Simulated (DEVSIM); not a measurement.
Device: Cr/SiO2/p-Si capacitor, at 300 K.

```csv
layer (left to right),material,thickness (nm),Na (cm⁻³)
1,SiO2,4.00,-
2,Si,1900,8.8e16
```

Metal gate on the left, work function 4.5 eV. Fixed charge at the semiconductor interface -1.5e10 cm⁻² (in units of +e); no interface traps.

This is a model device: material constants are rounded textbook-type values typed into the input, and sizes, dopings and lifetimes were drawn at random. Values at 300 K.

```csv
parameter,SiO2,Si
gap (eV),9,1.124
affinity (eV),0.9,4.05
permittivity,3.9,11.7
Nc (cm⁻³),-,2.86e19
Nv (cm⁻³),-,3.1e19
```

Simulated with DEVSIM: 1D Poisson equation in equilibrium, Boltzmann statistics, complete ionisation; no quantum confinement or tunnelling. Metal contacts follow the ideal Schottky-Mott rule: no Fermi-level pinning, no interface dipoles.

The substrate doping was swept, all else fixed.

```csv
substrate doping (cm^-3),flat-band voltage (V),minimum of the low-frequency capacitance (μF/cm²),threshold voltage (band bending 2φF) (V)
4.4e15,-0.44,?,?
8.8e15,-0.46,0.0348,0.30
1.8e16,-0.48,0.0480,0.34
4.4e16,-0.50,0.0697,0.41
8.8e16,-0.52,0.0949,0.48
1.8e17,-0.54,0.127,0.58
```

Question: Fill in the missing entries.

Answer: 
- 4.4e15, minimum of the low-frequency capacitance (μF/cm²): 0.0266
- 4.4e15, threshold voltage (band bending 2φF) (V): 0.26
